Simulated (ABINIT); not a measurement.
Worked example: self-consistent single point of MoS₂ (P-6m2, 3 atoms in the cell) in ABINIT.

Method of the run: LDA (PW92), spin-orbit coupling, PAW (JTH v2.0 LDA PAW) (plane waves; ABINIT).

```yaml
crystal:
  lattice:
    - [3.14497, 0.00000, 0.00000]
    - [-1.57248, 2.72362, 0.00000]
    - [0.00000, 0.00000, 17.12138]
  atoms:
    - { symbol: Mo, position: [0.00000, 0.00000, 0.00000] }
    - { symbol: S, position: [0.33333, 0.66667, 0.08949] }
    - { symbol: S, position: [0.33333, 0.66667, 0.91051] }
```

Reference input (self-consistent single point, DFT, LDA (PW92), plane waves, PAW (JTH v2.0 LDA PAW)): pseudos = [Mo.LDA_PW-JTH.xml, S.LDA_PW-JTH.xml]; ecut = 571 eV; pawecutdg = 1143 eV; pawxcdev = 0; ixc = 7; occopt = 1; ngkpt = 6 6 1; nshiftk = 1; shiftk = 0 0 0; potentials = JTH v2.0 LDA PAW; nband = 16; kptopt = 1. This run's input differs from it in these lines:

```diff
@@ -20,5 +20,7 @@
 ixc 7
+nspinor 2
+nspden 1
 occopt 1
-nband 16
-kptopt 1
+nband 32
+kptopt 4
 ngkpt 6 6 1
```

Output (repeated stretches shortened):

```
--- !BeginCycle
solver: {iscf: 17, nstep: 80, nline: 4, wfoptalg: 10, }
tolerances: {tolvrs: 1.00E-10, }
...

     iter   Etot(hartree)      deltaE(h)  residm     nres2
 ETOT  1  -89.181187925889    -8.918E+01 2.902E+00 1.154E+01
 ETOT  2  -89.919279592808    -7.381E-01 2.082E-02 4.570E+00
 ETOT  3  -89.903597553765     1.568E-02 1.001E-02 1.755E+00
 ETOT  4  -89.900265381564     3.332E-03 4.704E-03 1.066E-01
 ETOT  5  -89.899749916219     5.155E-04 3.614E-03 8.282E-03
   [... 10 lines left out ...]
 ETOT 16  -89.899559045825    -3.031E-07 7.950E-05 2.711E-08
 ETOT 17  -89.899559127652    -8.183E-08 8.408E-05 3.774E-09
 ETOT 18  -89.899559138128    -1.048E-08 4.712E-05 5.539E-10
 ETOT 19  -89.899559139277    -1.150E-09 4.909E-05 9.754E-11
 At SCF step   19       nres2   =  9.75E-11 < tolvrs=  1.00E-10 =>converged.

 Cartesian components of stress tensor (hartree/bohr^3)
  sigma(1 1)=  1.57722598E-05  sigma(3 2)=  0.00000000E+00
  sigma(2 2)=  1.57722598E-05  sigma(3 1)=  0.00000000E+00
  sigma(3 3)= -2.79835755E-05  sigma(2 1)=  0.00000000E+00

 ----iterations are completed or convergence reached----

 reduced coordinates (array xred) for    3 atoms
       0.000000000000      0.000000000000      0.000000000000
       0.333333333333      0.666666666667      0.089490000000
       0.333333333333      0.666666666667      0.910510000000
 cartesian forces (eV/Angstrom) at end:
    1     -0.00000000000000    -0.00000000000000    -0.00000000000000
    2     -0.00000000000000     0.00000000000000     0.25441181107701
   [... lines left out ...]
 Fermi (or HOMO) energy (eV) =  -1.14640   Average Vxc (eV)=  -4.60171
   [... lines left out ...]
local_psp           : -4.91122312678145E+02
total_energy        : -8.98995591965261E+01
total_energy_eV     : -2.44629141414146E+03
...

-Cartesian components of stress tensor (GPa)         [Pressure= -3.4922E-02 GPa]
- sigma(1 1)=  4.64035827E-01  sigma(3 2)=  0.00000000E+00
- sigma(2 2)=  4.64035827E-01  sigma(3 1)=  0.00000000E+00
- sigma(3 3)= -8.23305076E-01  sigma(2 1)=  0.00000000E+00

 Calculation completed.
```

The run converged in 19 iterations. Against the reference run the pressure hardly changes (-0.04 to -0.03 GPa), the largest force moves little (0.253 to 0.254 eV/Å) and the gap on the mesh goes from 1.684 to 1.666 eV.

The starting cell comes from a database of computed structures (which also holds hypothetical and non-ambient phases and stackings), without a prior relaxation at this level. Its lattice was rescaled by a random factor within 2.5 % of one.

Cost on one core of a shared machine: roughly 6 min.
